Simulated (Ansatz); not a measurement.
The starting structures come from a database of crystals and need not be the phases stable at ambient conditions.

 Where the default PAW files enter, the runs use the earlier of Ansatz's two default sets.

The decay constant κ of evanescent states in the gap governs leakage through a thin film.

Data:

```
CELL_PARAMETERS angstrom
      6.92238     0.00000     0.00000
      3.46119     6.88323     0.00000
      3.46119    -0.58015     1.91225
ATOMIC_POSITIONS crystal
  Be 0.83290 0.50043 0.50043
  Be 0.66624 0.00043 0.00043
  Te 0.45876 0.87457 0.87457
  Te 0.29210 0.37457 0.37457
```

Space group of this cell: P6_3mc, wurtzite. The cell is taken as given.

Transport runs along the normal of the first two printed cell vectors, the (111) plane of the conventional cell.

The gap is the functional's own, uncorrected, and κ follows it; spin-orbit coupling is left out. Mid-gap values are interpolated between the computed energies.

### Question
Estimate the band gap and the smallest decay constant κ at mid-gap that r2SCAN (Ansatz, a quantum-chemistry and plane-wave program) returns for this system.

### Answer
Gap 2.59 eV on a 16×16×16 mesh; κ = 0.194 1/Å, at the zone centre.
